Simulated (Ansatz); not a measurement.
Take GaN in the zinc blende structure (space group F-43m, No. 216) as the base.

```
CELL_PARAMETERS angstrom
      0.00000     2.24904     2.24904
      2.24904     0.00000     2.24904
      2.24904     2.24904     0.00000
ATOMIC_POSITIONS crystal
  Ga 0.00000 0.00000 0.00000
  N  0.25000 0.25000 0.25000
```

Cartesian axes are those of the cell as printed.

Calculations: plane-wave PAW DFT at the PBEsol level (Ansatz, a quantum-chemistry and plane-wave program, 420 eV), no spin-orbit coupling.

For the base:

The band gap is 1.70 eV and the electron mass is 0.15 mₑ (at Γ). The pressure is 0.00 GPa, the shortest interatomic distance comes out as 3.681 bohr and the valence-band top at Γ comes out as 0.00, 0.00, 0.00 eV.

Now apply this change: the cell is compressed by 0.50 % along z with no lateral relaxation, atoms relaxed at fixed cell.

Task: What does the calculation give for the band gap, electron mass, pressure, shortest interatomic distance and valence-band top at Γ after the change?

Result: The band gap grows by 0.02 eV (1.70 eV → 1.72 eV); the electron mass changes from 0.15 mₑ (at Γ) to 0.16 mₑ (at Γ); the pressure (mean of the normal stresses, compression positive) goes from zero to 0.96 GPa; the shortest interatomic distance drops by 0.006 bohr, from 3.681 bohr to 3.675 bohr; the valence-band top at Γ (three highest levels, from the VBM) changes from 0.00, 0.00, 0.00 eV to 0.00, -0.02, -0.02 eV.

The cells carry an imposed strain or load. Effective masses come from finite differences of ±0.01 Å⁻¹. Stability against distortions was not tested. This is not the structure that GaN has at room temperature and ambient pressure.
